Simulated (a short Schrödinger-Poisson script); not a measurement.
**MOS inversion layer, HfO2 on p-type Si(100)**

System: MOS inversion layer, HfO2 on p-type Si(100), at 300 K.

```
layer  material  thickness (nm)  Na (cm⁻³)
-----  --------  --------------  ---------
1          HfO2            12.5          -
2            Si             940     2.1e17
```

Constants are typed, rounded textbook-type inputs, not results; the design itself was drawn at random and stands for no fabricated device. HfO2: permittivity 22, conduction-band edge (eV) 1.55, gap (eV) 5.7, electron mass (mₑ) 0.2. Si: permittivity 11.7, conduction-band edge (eV) 0, gap (eV) 1.124, Nv at 300 K (cm⁻³) 3.1e19.

Channel valleys (confinement mass, in-plane density-of-states mass, number): Δ2 0.916, 0.19, 2; Δ4 0.19, 0.417, 4. At the gate the conduction-band edge of layer 1 lies 1.68 eV − eVg above the Fermi level of the channel; the field vanishes at the back. Gaps are held at their typed values at every temperature. Mesh 0.03 nm at interfaces.

Solved with a short Schrödinger-Poisson script written for these runs: 1D Poisson equation in equilibrium, electrons quantum, Hartree (BenDaniel-Duke, 12 states a valley, the channel's in-plane mass for all, wave functions ending at the dielectric), parabolic valleys, classical holes, full ionisation, no traps, pinning or gate leakage.

| Vg (V) | electrons (cm⁻²) | C (μF/cm²) | Δ2 E0 (meV) | Δ2 E1 (meV) | Δ4 E0 (meV) | Δ4 E1 (meV) |
|---|---|---|---|---|---|---|
| 0 | 2.28e7 | 0.144 | 333.0 | 378.0 | 374.5 | 448.6 |
| 0.2 | 1.85e10 | 0.213 | 157.5 | 206.5 | 202.7 | 283.5 |
| 0.4 | 7.39e11 | 0.986 | 58.1 | 113.9 | 110.0 | 196.4 |
| 0.6 | 2.09e12 | 1.17 | 25.8 | 89.9 | 86.2 | 176.9 |
| 0.8 | 3.59e12 | 1.23 | 6.5 | 78.3 | 74.8 | 168.7 |
| 1 | 5.15e12 | 1.27 | -8.0 | 70.8 | 67.4 | 163.9 |
| 1.2 | 6.75e12 | 1.29 | -20.3 | 65.2 | 61.9 | 160.7 |
| 1.4 | 8.37e12 | 1.31 | -31.2 | 60.6 | 57.4 | 158.3 |
| 1.6 | 1.00e13 | 1.32 | -41.3 | 56.6 | 53.5 | - |
| 1.8 | 1.17e13 | 1.33 | - | - | - | - |

Gate voltages with under 1e6 electrons/cm² are left out.

Subbands count from the Fermi level; a dash marks a level above the dielectric's band edge.
